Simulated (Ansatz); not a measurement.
# H interstitial (rock-salt MgO host)

Level of theory: PBE, PAW (plane waves to 420 eV; Ansatz, a program for electronic structure). A 2×2×2 supercell of 64 sites was used; the energies come from a 2×2×2 shifted sampling of its zone. Site at the start: void with 4Mg4O nearest. Finite-size correction: monopole term and site-potential alignment. Dielectric constants: PBE linear response of the host. Host gap at this level: 4.46 eV. These values are not converged in cell size to better than tenths of an eV. PBE underestimates the host's gap, which shifts levels and can delocalise carriers. Spin–orbit coupling is left out. Each state is the lowest found from its start.

Formation energies E_f are given with the Fermi level at the valence-band maximum. Chemical conditions: Mg-rich (Δμ(H) = -0.27 eV, bounded by MgH2 (P4_2/mnm); only phases computed here count, gases as isolated molecules at 0 K); O-rich (Δμ(H) = -1.25 eV, bounded by H2O molecule; only phases computed here count, gases as isolated molecules at 0 K). Reference phases: H: H2 molecule in a box.

The name describes the start; the neighbours show where the added atom ended.

| charge | moment (μB) | point group | largest move off a lattice site (Å) | neighbours of the added atom at the end (Å) | image correction with alignment (eV) | E_f, Mg-rich (eV) | E_f, O-rich (eV) |
|---|---|---|---|---|---|---|---|
| +1 | not spin-polarised | C3v | 0.20 | O 0.98, Mg 1.96, Mg 1.96, Mg 1.96, O 2.22, O 2.22, O 2.22 | 0.24 | -0.10 | 0.88 |
| 0 | 1.0 | Td | 0.11 | Mg 1.89, Mg 1.89, Mg 1.89, Mg 1.89, O 1.95, O 1.96, O 1.96, O 1.96 (the shell may go on) | 0.00 | 4.04 | 5.02 |
| −1 | not spin-polarised | Td | 0.27 | Mg 1.79, Mg 1.79, Mg 1.79, Mg 1.79 | 0.15 | 7.03 | 8.01 |

Point groups are those of the whole cell at tolerances of 0.03 and 0.1 Å ("near" where only the looser one holds); none is given for unsettled states.

No other site or start that was run ended lower by more than 0.1 eV.

Transition levels above the valence-band maximum: ε(+1/0) = 4.14 eV; ε(0/−1) = 3.00 eV. On the lower envelope of the bound states, inside the gap: (+1/−1) at 3.57 eV; the others aren't thermodynamic.

Flagged in the runs: a strain field that reaches the edge of the cell.
